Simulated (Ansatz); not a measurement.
A relaxation of cell and atoms of Zr₂Au (I4/mmm, 3 atoms in the cell) with Ansatz (a quantum-chemistry and plane-wave program).

Computed with PBEsol, default PAW files made with PBE (plane waves; Ansatz).

The change in words: atoms on their sites; basis.ecutwfc: 420 eV → 630 eV; relax: default → cell and atoms. Reference geometry:
```yaml
crystal:
  lattice:
    - [-1.65513, 1.65513, 5.84295]
    - [1.65513, -1.65513, 5.84295]
    - [1.65513, 1.65513, -5.84295]
  atoms:
    - { symbol: Zr, position: [0.66398, 0.66398, 0.00000] }
    - { symbol: Zr, position: [0.34030, 0.34030, 0.00000] }
    - { symbol: Au, position: [0.00000, 0.00000, 0.00000] }
```

Reference input (self-consistent single point, DFT, PBEsol, plane waves, default PAW files made with PBE): basis.ecutwfc = 420 eV; kpoints.mp_grid.grid = 8 8 8; hamiltonian.xc = pbesol; hamiltonian.pseudopotentials = {kind: paw} (the program's default PAW files); scf.occupations.method = fermi_dirac; scf.occupations.width = 0.1 eV. This run's input differs from it in these lines:

Ansatz 0.2 input:
```diff
@@ -6,3 +6,3 @@
   atoms:
-    - { symbol: Zr, position_ang: [0.00000000, -0.00000000, 7.75919352] }
+    - { symbol: Zr, position_ang: [-0.00000000, 0.00000000, 7.70918955] }
     - { symbol: Zr, position_ang: [-0.00000000, 0.00000000, 3.97671245] }
@@ -10,3 +10,3 @@
 basis:
-  ecutwfc: 420.0 eV
+  ecutwfc: 630.0 eV
 kpoints:
@@ -18,2 +18,4 @@
   occupations: { method: fermi_dirac, width: 0.1 eV }
+relax:
+  cell: {}
 output:
```

The program printed (abridged):

```
   [... SCF lines of the steps left out ...]
relax step   1: F+E_penalty+E_count = -21265.66764719 eV  Δ(F+E_penalty+E_count) = +0.000e0 eV  max|allowed force component| = 4.415e-2 eV/Å  Δτ_max = 0.0000 Å  P = -4.865 GPa  Ω = 64.026 Å³  (6 SCF iters, dr2 threshold 1.00e-7 eV, accepted)
relax step   2: F+E_penalty+E_count = -21265.56303178 eV  Δ(F+E_penalty+E_count) = +1.046e-1 eV  max|allowed force component| = 1.514e-1 eV/Å  Δτ_max = 0.0109 Å  P = +11.177 GPa  Ω = 57.179 Å³  energy of the carried Pulay correction = +7.349e-5 eV  [...]
relax step   3: F+E_penalty+E_count = -21265.70671413 eV  Δ(F+E_penalty+E_count) = -3.907e-2 eV  max|allowed force component| = 1.216e-2 eV/Å  Δτ_max = 0.0012 Å  P = -0.581 GPa  Ω = 61.789 Å³  energy of the carried Pulay correction = +2.313e-5 eV  [...]
relax step   4: F+E_penalty+E_count = -21265.70722855 eV  Δ(F+E_penalty+E_count) = -5.144e-4 eV  max|allowed force component| = 2.793e-3 eV/Å  Δτ_max = 0.0008 Å  P = -0.016 GPa  Ω = 61.524 Å³  energy of the carried Pulay correction = +2.592e-5 eV  [...]
relax step   5: F+E_penalty+E_count = -21265.70720396 eV  Δ(F+E_penalty+E_count) = +2.459e-5 eV  max|allowed force component| = 2.647e-3 eV/Å  Δτ_max = 0.0000 Å  P = -0.016 GPa  Ω = 61.524 Å³  stress off target by 2.79e-2 GPa  SCF on the basis [...]
basis re-selected at this cell: Δ(F+E_penalty+E_count) = +2.459e-5 eV, ΔP = +0.000 GPa vs the last step
the relaxation is at rest under the 16 symmetry operations that the run kept from its start: a minimum is not shown …
Stability not checked: this state was not tested for a lower state beside it, because too few of the mixer's solves of this state at the end of the SCF gave a …
Free energy (F): -21265.707204 eV
Internal energy: -21265.650074 eV  (E = F + TS)
   [... lines left out ...]
Fermi energy:    16.453506 eV
  cell:  # Å, volume = 61.5240 Å³
   [... lines left out ...]
    - [1.632194971459992, -1.632194971459992, 5.773513307251061]
    - [1.632194971459992, 1.632194971459992, -5.773513307251061]
  atoms:
    - { symbol: Zr, position: [0.6595316316410185, 0.6595316316410185, -2.272679275919139e-37] }
    - { symbol: Zr, position: [0.3404683683589811, 0.3404683683589811, -2.272679275919139e-37] }
    - { symbol: Au, position: [-6.185243110233762e-21, -6.185243110233761e-21, 4.545358551838278e-37] }
```

The run converged. 

Summary of the result:
- Free energy E − TS (on the zero of these files) = -21265.7072 eV
- Fermi level (on the code's own zero) = 16.45 eV
- Pressure = -0.02 GPa
- Largest force (vector length) = 0.003 eV/Å
- Final cell = a = 6.2178 Å, b = 6.2178 Å, c = 6.2178 Å, α = 149.56°, β = 149.56°, γ = 43.58°
- Final volume per atom = 20.51 Å³
- Relaxation steps = 5

The starting cell comes from a database of computed structures (which also holds hypothetical and non-ambient phases and stackings), without a prior relaxation at this level. Its lattice was rescaled by up to half a per cent. The relaxation keeps the symmetry of its start, so its end need not be a minimum. Ansatz's pressure includes its estimate of the finite-basis (Pulay) stress.
